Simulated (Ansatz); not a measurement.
BeSe in the zinc blende structure (space group F-43m, No. 216)

```
CELL_PARAMETERS angstrom
      0.00000     2.54081     2.54081
      2.54081     0.00000     2.54081
      2.54081     2.54081     0.00000
ATOMIC_POSITIONS crystal
  Be 0.00000 0.00000 0.00000
  Se 0.25000 0.25000 0.25000
```

All numbers come from Ansatz (an electronic-structure program) LDA, without spin-orbit coupling. Settings: 11×11×11 k-points, 0.05 eV Fermi–Dirac smearing.

The volume per atom is 16.40 Å³ and the density comes out as 4.45 g/cm³. The band gap comes out as 2.40 eV, indirect, Γ → X, the electron mass is 0.83 mₑ along k, 0.26 mₑ across and the hole mass (degenerate bands, along [100]) is 0.24, 0.45, 0.45 mₑ. The lowest conduction-band minima above the VBM is X along ⟨100⟩ 2.40 eV and the total energy is -2736.568 eV/atom (σ→0; compares only within this code and set-up).

Effective masses come from finite differences of ±0.01 Å⁻¹. Along k means along the line from Γ to the band edge. Whether these cells are dynamically stable was not tested.
